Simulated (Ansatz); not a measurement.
The parent structure is W (space group Pm-3n, No. 223; a = 5.033 Å).

The values are results of PBEsol/PAW in Ansatz (a program for electronic structure), spin-orbit coupling left out, not measurements.

Before the change:

| Item | Result |
|---|---|
| Pressure | 0.0 GPa |
| Band gap | zero |

Modification: the cell is scaled by 1.0564 in all directions; the atoms relax in the strained cell.

**Question.** What does the calculation give for the pressure after the change?

**Answer.** The pressure goes from zero to -36.7 GPa.

**Question.** Predict the new energy relative to the base.

**Answer.** The energy increases by 0.378 eV/atom.

**Question.** What happens to the band gap?

**Answer.** The band gap remains zero.

Stability against distortions was not tested. All final runs are without spin polarisation. This is not the structure that W has at room temperature and ambient pressure.
